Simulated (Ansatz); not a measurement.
Start from a 24-atom supercell of ZnO in the wurtzite structure (space group P6_3mc, No. 186; a = 3.2308 Å, c = 5.2158 Å) at its relaxed geometry.

Method: plane-wave PAW DFT at the PBEsol level (Ansatz, a program for electronic structure, 420 eV), without spin-orbit coupling, earlier PAW set.

One neutral defect a cell, atoms relaxed at fixed cell.

One change was made to it. Results:

The gap of the supercell drops by 0.22 eV to 0.48 eV; the pressure goes from zero to 2.4 GPa; the total moment of the cell is 2.0 μB; the largest displacement of a host atom from its site in the perfect cell amounts to 0.35 Å.

Task: What was done to the base?
A. O on a Zn site (antisite)
B. Sn on a Zn site
C. Zn interstitial (started 1.78 Å from the nearest host atom)

Result: A, O on a Zn site (antisite). For comparison, the gap of the supercell in the other runs: Zn interstitial (started 1.78 Å from the nearest host atom) gives zero; Sn on a Zn site gives 0.73 eV.

The magnetic state is the one reached from the starting moments; the real material's order can differ, and small cells can't hold many antiferromagnetic ones. The cell is small, so the values are those of an ordered compound at a high defect concentration; dilute-limit values will differ. A case with no gap was solved on a k-mesh chosen for an insulator, which is coarse for it. Seeded moments were not kept for Zn interstitial (started 1.78 Å from the nearest host atom) and Sn on a Zn site.
